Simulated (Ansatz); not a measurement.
Structures of equal composition on the (111) surface of fcc Rh: a pseudomorphic layer of Au in the host's stacking; a pseudomorphic layer of Au in the other hollow. The slabs share one bottom face, and each structure is named by its start. These are constructed structures in small cells; real faces may alloy, dewet or reconstruct in larger ones, and not all known structures of the face are among them. Slabs of about 11 Å, Fermi-Dirac smearing of 0.1 eV. Bottom of the slabs: a bare face, its two planes held. Relaxed from the named starts with such symmetry as they have, on meshes of like density; energies extrapolated to zero smearing; spin only where a row says so; no spin-orbit coupling, no U. Brackets mark spin-polarised runs, whose order is one that fits the cell.

Calculation: PBE (plane waves to 420 eV, PAW; Ansatz, a program for electronic structure).

Task: Rank these by energy per 1x1 cell (lowest first), as PBE gives it.

Result: a pseudomorphic layer of Au in the host's stacking (0.000 eV), a pseudomorphic layer of Au in the other hollow (0.024 eV)
